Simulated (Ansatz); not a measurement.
**ZnO (model structure, started from the BN type, Pm-3n, No. 223, 12 atoms in the cell)**

Method: LDA in Ansatz (plane waves, PAW).

Settings: plane-wave cutoff 520 eV, 6×6×6 k mesh, Fermi–Dirac smearing 0.01 eV, scalar-relativistic PAW data made under PBE.

Cell (relaxed at this level):

```cif
data_O6Zn6
_chemical_formula_sum 'Zn6 O6'
_space_group_name_H-M_alt 'P 1'
_space_group_IT_number 1
_cell_length_a 5.50602
_cell_length_b 5.50602
_cell_length_c 5.50602
_cell_angle_alpha 90.000
_cell_angle_beta 90.000
_cell_angle_gamma 90.000
loop_
_space_group_symop_operation_xyz
  'x, y, z'
loop_
_atom_site_label
_atom_site_type_symbol
_atom_site_fract_x
_atom_site_fract_y
_atom_site_fract_z
_atom_site_occupancy
Zn1 Zn 0.25000 0.00000 0.50000 1
Zn2 Zn 0.50000 0.25000 0.00000 1
Zn3 Zn 0.50000 0.75000 0.00000 1
Zn4 Zn 0.75000 0.00000 0.50000 1
Zn5 Zn 0.00000 0.50000 0.75000 1
Zn6 Zn 0.00000 0.50000 0.25000 1
O1 O 0.25000 0.50000 0.00000 1
O2 O 0.00000 0.25000 0.50000 1
O3 O 0.00000 0.75000 0.50000 1
O4 O 0.75000 0.50000 0.00000 1
O5 O 0.50000 0.00000 0.75000 1
O6 O 0.50000 0.00000 0.25000 1
```

* **band gap**: 1.01 eV (direct)

Note: the relaxation could raise the start's symmetry but not lower it, so the cell can be a saddle point.

The computed numbers hold no vibrational or temperature effects.

A model structure was made by putting elements into a prototype or built by hand; it is no filed structure, need not be a known phase, and can be a saddle point held by its symmetry.

Ansatz is a program for electronic structure.
